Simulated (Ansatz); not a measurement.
The starting structures come from a database of crystals and need not be the phases stable at ambient conditions.

Inside the gap of an insulator the Bloch states are evanescent, with a wavenumber k + iκ along the transport direction.

Input:

```xyz
4
Lattice="5.3450 0.0000 0.0000 1.7817 5.6884 0.0000 2.6725 0.0000 1.5430" Properties=species:S:1:pos:R:3 pbc="T T T"
Cu     0.0000     0.0000     0.0000
Rh     6.2358     2.8442     1.5430
O      4.4541     3.8597     1.5430
O      5.3450     1.8288     0.0000
```

Space group of this cell: R-3m. The cell is taken as given; by PBEsol its mean pressure is -3.9 GPa.

Transport runs along the normal of the first two printed cell vectors, the (110) plane of the conventional cell.

The gap is the functional's own. No spin-orbit coupling. Mid-gap values are interpolated on the energy grid.

Task: Compute, with Ansatz (a program for electronic structure) with PBEsol, the band gap and the smallest decay constant κ at mid-gap.

Result: Gap 0.66 eV on a 20×20×20 mesh; κ = 0.183 1/Å, at (0.333, 0.333) of the in-plane reciprocal vectors. At the zone centre, at the nearest computed energy, the slowest state has κ = 0.31 1/Å.
